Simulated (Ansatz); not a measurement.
## Response to strain in SnS

The parent structure is SnS in the zinc blende structure (space group F-43m, No. 216; a = 6.410 Å; a cell from a computed database, its experimental status unchecked; relaxed with 0.1 eV smearing). Axes: x, y, z lie along the cube axes.

Strains are applied to the cell and any free atomic positions relax; under biaxial strain the out-of-plane vector relaxes too.

Calculations: PBEsol, PAW, 420 eV (Ansatz, a quantum-chemistry and plane-wave program; without spin-orbit coupling).

Notes on the quantities. energy relative to the base: free energy F.

```json
[
 {"variant": "base", "energy relative to the base": "0 meV/atom", "volume per atom": "32.93 Å³", "space group": "F-43m (No. 216)"},
 {"variant": "biaxial strain −3.84 %, plane normal [001], relaxed out of plane", "energy relative to the base": "-3.6 meV/atom", "volume per atom": "32.67 Å³", "space group": "I-4m2 (No. 119)"},
 {"variant": "biaxial strain −3.19 %, plane normal [001], relaxed out of plane", "energy relative to the base": "-2.6 meV/atom", "volume per atom": "32.78 Å³", "space group": "I-4m2 (No. 119)"},
 {"variant": "biaxial strain −1.59 %, plane normal [001], relaxed out of plane", "energy relative to the base": "-0.7 meV/atom", "volume per atom": "32.95 Å³", "space group": "I-4m2 (No. 119)"},
 {"variant": "biaxial strain −1.15 %, plane normal [110], relaxed out of plane", "energy relative to the base": "-3.0 meV/atom", "volume per atom": "33.47 Å³", "space group": "Imm2 (No. 44)"},
 {"variant": "isotropic strain −0.61 %", "energy relative to the base": "+1.3 meV/atom", "volume per atom": "32.33 Å³", "space group": "F-43m (No. 216)"},
 {"variant": "uniaxial strain ε_xx = −1.99 %", "energy relative to the base": "+1.3 meV/atom", "volume per atom": "32.27 Å³", "space group": "I-4m2 (No. 119)"},
 {"variant": "uniaxial strain ε_xx = −0.76 %", "energy relative to the base": "+0.2 meV/atom", "volume per atom": "32.68 Å³", "space group": "I-4m2 (No. 119)"},
 {"variant": "uniaxial strain ε_xx = +3.90 %", "energy relative to the base": "+5.4 meV/atom", "volume per atom": "34.21 Å³", "space group": "I-4m2 (No. 119)"},
 {"variant": "tensor shear ε_yz = −0.97 %", "energy relative to the base": "-0.6 meV/atom", "volume per atom": "32.92 Å³", "space group": "Imm2 (No. 44)"}
]
```

No phonon test of stability was made. All final runs are without spin polarisation. Under biaxial strain −3.84 %, plane normal [001], relaxed out of plane, biaxial strain −3.19 %, plane normal [001], relaxed out of plane and biaxial strain −1.59 %, plane normal [001], relaxed out of plane and more the cell ends below the base's energy or with stress of the wrong sign: the atoms slid into a distortion or the cell is elastically unstable, so the base is not a stable minimum at this level.
